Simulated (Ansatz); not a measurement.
An Ansatz (a first-principles code) input (PBE/PAW in Ansatz, no spin-orbit coupling):

Ansatz 0.2 input:
```yaml
crystal:
  lattice:
    - [4.0064024337, 0, 0]
    - [2.0032012169, 3.4696462854, 0]
    - [2.0032012169, -1.1565487618, 3.3980623553]
  atoms:
    - { symbol: Pd, position: [0.5, 0.75, 0.25] }
    - { symbol: Pd, position: [0, 0.5, 0.5] }
basis: { ecutwfc: 420, ecutrho_ratio: 4, xc_grid: 2, fft_grid_basis: typed }
kpoints: { mp_grid: { grid: [17, 17, 17] } }
hamiltonian:
  xc: pbe
  dispersion: none
  pseudopotentials: { kind: paw }
scf: { occupations: { method: fermi_dirac, width: 0.1 } }
relax: { f_tol: 0.005, max_steps: 50, cell: { stress_tol: 0.01, fix: [a, b, gamma] } }
output: { forces: true, stress: true }
checkpoint: { write: state.ck, write_every: 1000 }
```

Which symmetry and how many k-points will the program report, and about how many plane waves at Γ?

Space group R-3m (ITA 166) with 12 operations, k-points 489 of 4913, and 917 plane waves at Γ.

And the final pressure?

-2.06 GPa (compression positive).

The cells carry an imposed strain or load. Whether these cells are dynamically stable was not tested. The final runs are not spin-polarised. Under biaxial strain −2.52 %, plane normal [111], relaxed out of plane the cell ends below the base's energy or with stress of the wrong sign: the atoms slid into a distortion or the cell is elastically unstable, so the base is not a stable minimum at this level. The cell was made from Pd in the diamond structure (space group Fd-3m, No. 227; a hypothetical phase, not in the database extracts checked) by this change: biaxial strain −2.52 %, plane normal [111], relaxed out of plane. Pd has a high density of states at the Fermi level and may be magnetic at this level.
